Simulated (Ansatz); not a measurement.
A thermal frame of composition TiAl, cell Ti24Al24, held well above this temperature first [in the run: it was liquid; mean temperature 2132 K (target 2160 K); density 3.20 g/cm³; mean pressure -0.6 GPa against a target of 0], from MD with PBE at 2160 K. Computed with PBE (plane waves, PAW; Ansatz, an electronic-structure program).

```
Quantity                                          Result
-----------------  -------------------------------------
plane-wave cutoff                                 420 eV
k-points                      one point, (1/4, 1/4, 1/4)
Fermi-Dirac width                               0.186 eV
spin               not polarised; no spin-orbit coupling
```

A check of the k-sampling: on the last frame of the same run a denser mesh moved the PBE forces by 0.036 eV/Å rms, the static pressure by 0.02 GPa and the free energy by -4 meV/atom.

```xyz
48
Lattice="9.7658 0.0000 0.0000 0.0000 9.7658 0.0000 0.0000 0.0000 9.7658" Properties=species:S:1:pos:R:3 pbc="T T T"
Ti     7.2577     9.7670     7.5727
Ti    -2.8345     0.8713     4.0207
Ti     4.6287     5.9582     3.6959
Ti     8.8515     2.3047     7.9235
Ti     2.6348    -1.6031     5.7340
Ti     6.7820     7.9137     3.3984
Ti     0.3924    -2.1375    -2.4018
Ti     7.9346     8.0657     5.5306
Ti     5.6145     2.5074     8.2015
Ti    -0.2922     3.7776     3.1646
Ti     5.7072     7.7082     8.3790
Ti     8.7596     6.6407     2.6956
Ti     0.7942     5.2002     7.7537
Ti     1.1184    -0.5420     1.3672
Ti    -1.7464     3.3204     5.7981
Ti    -1.4135     9.0880    11.3554
Ti     3.7496     5.8975     0.9258
Ti     6.8971     0.8858     0.4678
Ti    -1.9040    -3.5791     8.1043
Ti     3.2109     7.2267     8.2262
Ti    -0.4484     1.5122     2.2304
Ti     2.5212     3.4969     8.0283
Ti    10.1460     8.3070     4.0830
Ti     4.1496    10.0130     8.9931
Al     1.8952     0.5333     3.6112
Al    -0.4840     0.7594     5.2245
Al     4.2900    10.8672    11.8733
Al     1.2597     1.7101    -0.1842
Al     1.8220     5.8241    13.0004
Al     5.4537     8.7591     0.7794
Al     9.4313     9.5338     8.9511
Al     4.9957     9.5351     5.9100
Al     3.6853     2.0254     6.4732
Al     7.4351     3.8398     9.6346
Al     0.1730    -2.9387    10.0852
Al     7.1063     5.3344     4.1293
Al     6.9271     3.3122    12.6219
Al     3.2750     3.6816     3.0806
Al     3.7068    -1.3280     2.9973
Al     6.3886     6.1248     1.1139
Al    -0.3075     5.6384     5.3705
Al     0.9572     2.9998     5.9082
Al     2.6225     5.1815     5.8275
Al     5.1607     3.7910     5.2267
Al     5.7046     6.2385    -3.6520
Al    10.6105     4.1109    10.2269
Al     1.5448     0.7640     7.1437
Al     4.1896    13.0024     0.6283
```

Give the forces on all atoms (eV/Å), the static pressure (no kinetic part).


```csv
atom,Fx Fy Fz
Ti1,-0.454 0.589 -0.534
Ti2,-0.305 -0.249 0.000
Ti3,-1.204 0.046 -1.012
Ti4,0.676 -0.119 0.347
Ti5,-0.019 -0.149 -0.238
Ti6,-2.640 0.867 -0.571
Ti7,0.195 0.601 -1.156
Ti8,-0.517 -0.365 1.147
Ti9,0.975 0.063 -1.104
Ti10,0.726 0.803 0.861
Ti11,0.141 -0.411 -1.328
Ti12,1.568 -1.400 -0.516
Ti13,-0.318 -0.057 0.641
Ti14,1.789 -1.132 0.014
Ti15,-0.630 -0.215 -0.498
Ti16,-0.460 -2.194 0.247
Ti17,-0.858 0.735 0.016
Ti18,-0.685 3.361 -0.691
Ti19,0.514 -0.468 -0.350
Ti20,-1.016 -0.439 -0.030
Ti21,0.324 0.305 -0.274
Ti22,0.279 0.199 1.497
Ti23,0.019 -0.452 -0.632
Ti24,-1.276 1.962 -2.027
Al25,0.795 1.611 0.745
Al26,0.038 0.631 0.859
Al27,0.198 0.015 0.276
Al28,0.889 -0.493 1.012
Al29,-0.467 1.032 -0.204
Al30,-0.319 -2.464 3.518
Al31,-0.393 0.502 0.645
Al32,0.577 -0.759 0.258
Al33,0.336 -1.291 -1.418
Al34,0.484 0.295 1.127
Al35,0.564 0.141 -0.934
Al36,0.622 0.669 0.911
Al37,-1.054 -1.384 -1.305
Al38,-0.173 -0.782 0.150
Al39,-0.276 -0.440 0.312
Al40,0.737 0.140 0.109
Al41,0.301 0.621 -0.430
Al42,-0.171 0.692 -0.692
Al43,0.924 0.746 -0.346
Al44,0.279 -0.667 -0.108
Al45,-0.458 0.556 0.839
Al46,-0.350 0.359 0.998
Al47,-0.077 -1.198 0.308
Al48,0.171 -0.412 -0.438
```
- static pressure (no kinetic part) = -2.17 GPa
